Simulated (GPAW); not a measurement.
Input and output of a relaxation of cell and atoms for CaSiAu (P-6m2, 3 atoms in the cell) (GPAW).

Level of theory: PBEsol, GPAW PAW datasets PBEsol (made by gpaw-setup) (plane waves; GPAW 25.7.0).

```
CELL_PARAMETERS angstrom
      4.32759     0.00000     0.00000
     -2.16379     3.74780     0.00000
      0.00000     0.00000     3.94250
ATOMIC_POSITIONS crystal
  Ca 0.00000 0.00000 0.00000
  Si 0.66667 0.33333 0.50000
  Au 0.33333 0.66667 0.50000
```

Reference input (self-consistent single point, DFT PBEsol, plane waves, GPAW PAW datasets PBEsol (made by gpaw-setup)): mode = pw; ecut = 550 eV; xc = PBEsol; kpts = 6 6 6; mesh shift (steps) = 0 0 0; occupations.name = methfessel-paxton; occupations.width = 0.136 eV; occupations.order = 0; nbands = -11; symmetry.symmorphic = false; symmetry.tolerance = 0.0005; maxiter = 120. This run's input differs from it in these lines:

```diff
@@ -1,2 +1,4 @@
 from ase import Atoms
+from ase.filters import FrechetCellFilter
+from ase.optimize import LBFGS
 from ase.units import GPa
@@ -18,2 +20,3 @@
             nbands=-11,
+            convergence={'density': 1e-05},
             symmetry={'symmorphic': False, 'tolerance': 0.0005},
@@ -22,2 +25,10 @@
 atoms.calc = calc
+
+target = FrechetCellFilter(atoms)
+
+opt = LBFGS(target, logfile='-')
+converged = opt.run(fmax=0.05, steps=40)
+print('Relaxation converged:', converged)
+print('Cell:', atoms.cell.cellpar().round(4))
+print(atoms.get_scaled_positions().round(5))
```

Output, abridged:

```
     iter     time        total  log10-change:
                         energy   eigst   dens
iter:   1 --:--:--   -15.347652
iter:   2 --:--:--   -15.043350   -0.79  -1.19
iter:   3 --:--:--   -13.979129   -1.33  -1.25
iter:   4 --:--:--   -13.936028   -2.01  -1.51
iter:   5 --:--:--   -13.960360   -2.45  -1.59
iter:   6 --:--:--   -13.885700   -2.45  -1.96
iter:   7 --:--:--   -13.888880   -2.93  -2.35
iter:   8 --:--:--   -13.882956c  -3.32  -2.36
iter:   9 --:--:--   -13.883009c  -4.15  -3.17
iter:  10 --:--:--   -13.882607c  -4.93  -2.94
iter:  11 --:--:--   -13.882578c  -5.62  -3.33
iter:  12 --:--:--   -13.882581c  -6.11  -3.41
iter:  13 --:--:--   -13.882549c  -5.93  -3.47
iter:  14 --:--:--   -13.882549c  -7.46c -4.18
iter:  15 --:--:--   -13.882551c  -7.70c -4.19
iter:  16 --:--:--   -13.882550c  -6.99  -4.28
iter:  17 --:--:--   -13.882549c  -7.04  -4.33
iter:  18 --:--:--   -13.882548c  -8.06c -4.52
iter:  19 --:--:--   -13.882548c  -9.16c -4.62
iter:  20 --:--:--   -13.882549c  -9.95c -4.68
iter:  21 --:--:--   -13.882548c  -8.66c -4.71
iter:  22 --:--:--   -13.882548c  -9.84c -4.91
iter:  23 --:--:--   -13.882548c  -8.28c -4.95
iter:  24 --:--:--   -13.882548c -10.49c -5.24c
Converged after 24 iterations.

Dipole moment: (-0.204076, 0.117823, 0.000000) |e|*Ang

Energy contributions relative to reference atoms: (reference = -542814.905012)

Kinetic:        -11.626508
Potential:      +11.652383
External:        +0.000000
XC:             -13.522140
Entropy (-ST):   -0.008859
Local:           -0.381855
SIC:             +0.000000
--------------------------
Free energy:    -13.886978
Extrapolated:   -13.882548

Showing only first 2 kpts
 Kpt  Band  Eigenvalues  Occupancy
  0    10      7.04102    0.00800
  0    11      7.27273    0.00000
  0    12      7.27276    0.00000
  0    13      7.65698    0.00000

  1    10      5.75173    2.00000
  1    11      7.52008    0.00000
  1    12      7.52010    0.00000
  1    13      8.06630    0.00000

Fermi level: 6.78598

No gap
   [... lines left out ...]
Atomic positions and initial magnetic moments
Free energy:    -13.888505
Fermi level: 6.81172
No gap
Atomic positions and initial magnetic moments
Free energy:    -13.891815
Fermi level: 6.94220
No gap
   [... lines left out ...]
  0 Ca    0.00000    0.00000    0.00000
  1 Si   -0.00000    0.00000    0.00000
  2 Au   -0.00000   -0.00000    0.00000

LBFGS:    2 --:--:--      -13.891815        0.011749
Relaxation converged: True
Cell: [  4.2988   4.2988   3.9301  90.      90.     120.    ]
[[0.      0.      0.     ]
 [0.66667 0.33333 0.5    ]
 [0.33333 0.66667 0.5    ]]
Energy (eV): -13.887555
Stress (GPa, Voigt): [-0.0507 -0.0507  0.0898  0.      0.     -0.    ]
```

The run converged. GPAW prints stress with tension positive. 

Summary of the result:
* **Free energy E − TS (from the program's reference atoms)**: -13.8918 eV
* **Fermi level (on the code's own zero)**: 6.94 eV
* **Pressure**: 0.00 GPa
* **Final cell**: a = b = 4.2988 Å, c = 3.9301 Å, α = β = 90.00°, γ = 120.00°
* **Final volume per atom**: 20.97 Å³
* **Relaxation steps**: 2

The starting cell comes from a database of computed structures (which also holds hypothetical and non-ambient phases and stackings), without a prior relaxation at this level. The relaxation keeps the symmetry of its start, so its end need not be a minimum.

Cost on one core of a shared machine: roughly 2 min.
